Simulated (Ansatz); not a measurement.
# Cohesive energy of BeS (model structure, started from the rocksalt type, Fm-3m, No. 225, 2 atoms in the cell) at several levels of theory

No measured value is used here.

| level (code) | value (eV/atom) | cell (Å³/atom) |
|---|---|---|
| LDA (Ansatz) | 4.68 | 11.82 |
| PBE (Ansatz) | (withheld) | 12.40 |
| PBEsol (Ansatz) | 4.29 | 12.09 |
| PBE-D3(BJ) (Ansatz) | 4.26 | 11.89 |
| r²SCAN (Ansatz) | (withheld) | 12.44 |
| r²SCAN+rVV10 (Ansatz) | 4.12 | 12.37 |

Question: Complete the blanks.

Answer: 
- PBE (Ansatz, a program for electronic structure), value (eV/atom): 3.90
- r²SCAN (Ansatz), value (eV/atom): 3.98

Each level is taken at its own relaxed cell. Cutoffs differ between the levels. Ansatz's density-functional and Hartree–Fock values are scalar-relativistic unless marked +SOC, with PAW data made under PBE.

A model structure was made by putting elements into a prototype or built by hand; it is no filed structure, need not be a known phase, and can be a saddle point held by its symmetry.
